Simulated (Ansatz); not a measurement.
A calculation on fluorite HfO₂ (high-temperature phase) returned lattice constant a 5.073 Å, elastic constant C11 561 GPa, elastic constant C44 67.7 GPa, Voigt–Reuss–Hill shear modulus 114 GPa.

Problem. Which level of theory produced these numbers?
A) PBE0 (Ansatz (a first-principles code))
B) HSE06 (Ansatz)
C) LDA (Ansatz)
D) PBE-D3(BJ) (Ansatz)

Solution. D, PBE-D3(BJ) (Ansatz)

The others give: PBE0 5.057 Å, 601 GPa, 78.5 GPa, 127 GPa; HSE06 5.056 Å, 601 GPa, 78.4 GPa, 127 GPa; LDA 5.001 Å, 608 GPa, 75.4 GPa, 123 GPa.

Unless a cell is named, each level is at its own relaxed cell (HSE06 10.77, LDA 10.42, PBE-D3(BJ) 10.88, PBE0 10.78 Å³/atom).

Caveats: symmetry holds this phase in the static calculation, where it need not be a minimum (PBE0, HSE06, LDA, PBE-D3(BJ)); the dispersion coefficients are held fixed in the derivatives (PBE-D3(BJ)). Ansatz's density-functional and Hartree–Fock values are scalar-relativistic unless marked +SOC, with PAW data made under PBE.
